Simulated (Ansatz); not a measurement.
Start from Pd in the fcc (Cu type) structure (space group Fm-3m, No. 225; relaxed with 0.1 eV smearing).

```xyz
1
Lattice="0.0000 1.9207 1.9207 1.9207 0.0000 1.9207 1.9207 1.9207 0.0000" Properties=species:S:1:pos:R:3 pbc="T T T"
Pd     0.0000     0.0000     0.0000
```

Level of theory: LDA in Ansatz (plane waves to 420 eV, PAW, scalar-relativistic without spin-orbit coupling).

Before the change:

The band gap is zero.

One thing is altered: every lattice vector is shortened by 3.00 %, atoms relaxed at fixed cell.

Problem. How does this affect the band gap and energy relative to the base?

Solution. The band gap remains zero; the energy rises by 92 meV/atom.

The cells carry an imposed strain or load. No phonon test of stability was made. The final runs are not spin-polarised.

Ansatz is a first-principles code.
